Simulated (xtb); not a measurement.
xtb 6.7.1, GFN2-xTB: La(Br)2(acac) (CC1=CC(C)=[O]->[La]([Br])([Br])[O]1), 17 atoms. The geometry is a generated start, not checked to be a minimum at this level.

- method: GFN2-xTB
- --acc: 1 (default)
- --etemp (K): 300 (default)
- detailed input (--input): none: ANC optimiser, Lindh (1995) Hessian, microcycle=20, maxdispl=1.0, hlow=0.01 (default)
- basis functions: 65
- valence electrons: 56

```xyz
17

La     1.1766    -1.5276     1.7997
Br     0.0929    -3.6307     3.2123
Br     2.9673     0.3659     0.8820
C      0.3370    -1.0292    -2.4199
C      0.1763    -0.8203    -0.9399
C     -0.3220     0.4094    -0.4875
C     -0.5420     0.7417     0.8563
C     -1.0959     2.1006     1.1802
O     -0.2974    -0.0276     1.8373
O      0.5139    -1.7828    -0.1826
H     -0.2902    -0.3545    -2.9929
H      1.3813    -0.8428    -2.6726
H      0.1116    -2.0633    -2.6712
H     -0.5727     1.1486    -1.2307
H     -0.2628     2.7397     1.4744
H     -1.5986     2.5459     0.3284
H     -1.7753     2.0269     2.0267
```

Charge 0 and multiplicity 1 are set for this test and not shown to be the ground state.

The structure is relaxed from this start with --opt LEVEL for the levels crude, sloppy, loose, lax, normal, tight, vtight, extreme, once each. Up to the end of the extreme run atoms move by at most 0.40 Å along an axis.

Task: Which level is enough to come within 1 meV of the tightest end point?

Result: normal: 19 cycles against 35, ending 0.11 meV above.

```json
[
 {"level": "crude", "cycles": "1", "energy above the extreme run (meV)": "11", "gradient norm (eV/Å)": "0.13"},
 {"level": "sloppy", "cycles": "1", "energy above the extreme run (meV)": "11", "gradient norm (eV/Å)": "0.13"},
 {"level": "loose", "cycles": "1", "energy above the extreme run (meV)": "11", "gradient norm (eV/Å)": "0.13"},
 {"level": "lax", "cycles": "1", "energy above the extreme run (meV)": "11", "gradient norm (eV/Å)": "0.13"},
 {"level": "normal", "cycles": "19", "energy above the extreme run (meV)": "0.11", "gradient norm (eV/Å)": "0.045"},
 {"level": "tight", "cycles": "27", "energy above the extreme run (meV)": "0.029", "gradient norm (eV/Å)": "0.0029"},
 {"level": "vtight", "cycles": "27", "energy above the extreme run (meV)": "0.029", "gradient norm (eV/Å)": "0.0029"},
 {"level": "extreme", "cycles": "35", "energy above the extreme run (meV)": "—", "gradient norm (eV/Å)": "0.0013"}
]
```
